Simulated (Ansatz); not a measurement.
Base system: BeTe in the zinc blende structure (space group F-43m, No. 216; a = 5.6568 Å). Axes: x, y, z lie along the cube axes.

Computed with plane-wave PAW DFT at the r2SCAN level (Ansatz, a quantum-chemistry and plane-wave program, 500 eV), no spin-orbit coupling.

Strains are applied to the cell and any free atomic positions relax.

One change was made to it. Results:

| quantity | base | after |
|---|---|---|
| smallest direct gap | 4.04 eV | 3.98 eV |
| band gap | 2.37 eV | 2.27 eV |
| hole mass | – | 0.21 mₑ along z, 0.34 mₑ across (at Γ) |

**Question.** What was done to the base?
A) uniaxial strain ε_zz = −2.50 %
B) uniaxial strain ε_zz = −0.50 %
C) uniaxial strain ε_zz = −1.50 %
D) uniaxial strain ε_zz = −2.00 %
E) uniaxial strain ε_zz = −1.00 %

**Answer.** E, uniaxial strain ε_zz = −1.00 %. For comparison, the band gap in the other runs: uniaxial strain ε_zz = −2.50 % gives 2.10 eV; uniaxial strain ε_zz = −2.00 % gives 2.16 eV; uniaxial strain ε_zz = −0.50 % gives 2.32 eV; uniaxial strain ε_zz = −1.50 % gives 2.21 eV.

With Te present, leaving out spin-orbit coupling can change the band edges. Effective masses come from finite differences of ±0.01 Å⁻¹. Stability against distortions was not tested.
